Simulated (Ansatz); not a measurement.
Base system: GaN in the zinc blende structure (space group F-43m, No. 216; a = 4.4983 Å).

Perturbation: full substitution N → Sb; the structure is relaxed again.

Levels (all Ansatz, a program for electronic structure, PAW, earlier PAW set): PBEsol (420 eV, spin-orbit coupling left out); r2SCAN (500 eV, without spin-orbit coupling).

The geometry is relaxed with PBEsol.

```
Property           Value
---------------  -------
PBEsol band gap     zero
PBEsol pressure  0.0 GPa
```

With r2SCAN at the same geometry, the hole mass (degenerate bands, along [100]) amounts to 0.027, 0.26, 0.26 mₑ (at Γ); the band gap becomes 0.50 eV (PBEsol: zero); the electron mass is 0.027 mₑ (at Γ); the pressure goes from zero to 0.6 GPa.

Single points use the geometry relaxed with PBEsol. Their cutoffs differ, which shifts pressures a little. With Sb present, leaving out spin-orbit coupling can change the band edges. Effective masses come from finite differences of ±0.01 Å⁻¹. Stability against distortions was not tested. The final runs are not spin-polarised. This is not the structure that GaN has at room temperature and ambient pressure. The zero or small gap of GaSb can change with the level of theory.
